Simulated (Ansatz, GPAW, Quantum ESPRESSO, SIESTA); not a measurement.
# One structure in several programs: Tl₂Rh₃S₂ (R-3m, 7 atoms in the cell)

Self-consistent single point.

```
Tl2Rh3S2
1.0
    2.84789     1.64423     4.69821
   -2.84789     1.64423     4.69821
    0.00000    -3.28845     4.69821
Tl Rh S
2 3 2
Direct
  0.00000   0.00000   0.00000
  0.50000   0.50000   0.50000
  0.50000   0.00000   0.00000
  0.00000   0.50000   0.00000
  0.00000   0.00000   0.50000
  0.71972   0.71972   0.71972
  0.28028   0.28028   0.28028
```

Shared settings, as Ansatz (a program for electronic structure) writes them: kpoints.mp_grid.grid = 6 6 6; scf.occupations.method = fermi_dirac; scf.occupations.width = 0.1 eV. Potentials and cutoffs stand in the table.

```json
[
 {"code": "Quantum ESPRESSO", "model": "PBEsol, GBRV 1.5 ultrasoft (PBESOL) pseudopotentials", "pressure (GPa)": "-4.60", "largest force (eV/Å)": "0.173", "cutoff": "40 Ry"},
 {"code": "SIESTA", "model": "GGA PBEsol, numerical atomic orbitals DZP, PseudoDojo PBEsol standard norm-conserving potentials (rewritten from UPF to PSML)", "pressure (GPa)": "-1.87", "largest force (eV/Å)": "0.352", "cutoff": "grid 350 Ry"},
 {"code": "GPAW", "model": "PBEsol, GPAW PAW datasets PBEsol (made by gpaw-setup)", "pressure (GPa)": "-2.60", "largest force (eV/Å)": "0.001", "cutoff": "600 eV"},
 {"code": "Ansatz", "model": "PBEsol, PAW files made with PBE", "pressure (GPa)": "-3.35", "largest force (eV/Å)": "0.204", "cutoff": "420 eV"}
]
```

On Ansatz's run: spin-orbit coupling is off. Spin polarisation is off; with an odd number of electrons in the cell that forces a metal, and a magnetic state may lie lower.

The spread over the programs that give each value: pressure within 2.73 GPa; largest force within 0.351 eV/Å.

SIESTA uses small atom-centred bases, whose incompleteness enters pressures, forces and empty levels differently from a plane-wave cutoff. Ansatz's pressure is given at a fixed set of plane waves, as the other plane-wave codes print theirs; with its correction for the finite basis it is -3.30 GPa. In the pressure, Quantum ESPRESSO (by 1.25) and SIESTA (by 1.49) lie more than 1 GPa from the median of the plane-wave programs. In the force vectors, SIESTA (by 0.525) and GPAW (by 0.173) lie more than 0.08 eV/Å from the median of the plane-wave programs.

On the base mesh (5 5 5) the same programs gave: Ansatz pressure -3.34 GPa; Quantum ESPRESSO pressure -4.59 GPa; GPAW pressure -2.58 GPa; SIESTA pressure -1.86 GPa.

The starting cell comes from a database of computed structures (which also holds hypothetical and non-ambient phases and stackings), without a prior relaxation at this level.

Left out of this page: Elk (not drawn, or without a comparable value).

Keys are those of Ansatz 0.2.
